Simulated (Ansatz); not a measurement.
Abridged Ansatz (an electronic-structure program) output:

```
Pseudopotential: Pb, paw, valence charge 14
Crystal: 1 atoms, lattice volume = 31.105 Å³
Basis set: ecut = 500 eV, 791 PW (Γ), exchange–correlation on 108×108×108 points (64 copies of the dense FFT grid, shifted against one another)
Bands: 11, of which v1, the nominal top of the filled ones, is band 7 counted from 1 (6 counted from 0)
Symmetry: 48 space group operations
k-points: 165 of 4913
Functional: x = r2scan, c = r2scan; τ floored in thin density (d = 2e-4 eV/Å³)
SCF iter   1: F=—  HF=-11920.817444 eV  |F-HF|=—  |Δ(HF+E_count)|=         —  Δρ=6.57e-3  dr2=9.16e-3  dr2_τ=6.19e-4  ethr=1.77e-3  ⟨swp⟩=6.0  Hψ=12487  notcnv=0
SCF iter   2: F=—  HF=-11920.817896 eV  |F-HF|=—  |Δ(HF+E_count)|=   4.52e-4  Δρ=3.10e-3  dr2=2.19e-3  dr2_τ=5.49e-5  ethr=6.55e-5  ⟨swp⟩=3.0  Hψ=4898  notcnv=0  defer=26
SCF 1 converged in 8 iterations: F = -11920.817883 eV  dr2 = 3.50e-11
SCF converged after 8 iterations
Free energy (F): -11920.817883 eV
Internal energy: -11920.813142 eV  (E = F + TS)
E sigma→0 (E₀):  -11920.815512 eV
Entropy (-TS):   -0.004741 eV (-4.741 meV/atom)
Fermi energy:    10.504263 eV
--- Forces (eV/Å), atoms counted from 1 ---
  atom   1  Pb    -0.00000000     0.00000000     0.00000000
--- Stress (GPa, compression-positive) ---
       -0.000044       0.000000       0.000000
       -0.000000      -0.000044       0.000000
        0.000000      -0.000000      -0.000044
  P = ⅓ Tr σ = -0.0000 GPa (-0.000 kbar)
```

What was computed, and what are the main results?

Pb, 1 atom in the cell, with r2SCAN (Ansatz), spin-orbit coupling left out. The last SCF converged to F = -11920.817883 eV, or -11920.8179 eV per atom, at a pressure of 0.00 GPa. The total energy compares only with runs of the same code, potentials and settings.

No phonon test of stability was made. The cell was made from W by this change: W → Pb; the result is a model cell, its experimental status unchecked. This is not the structure that Pb has at room temperature and ambient pressure.
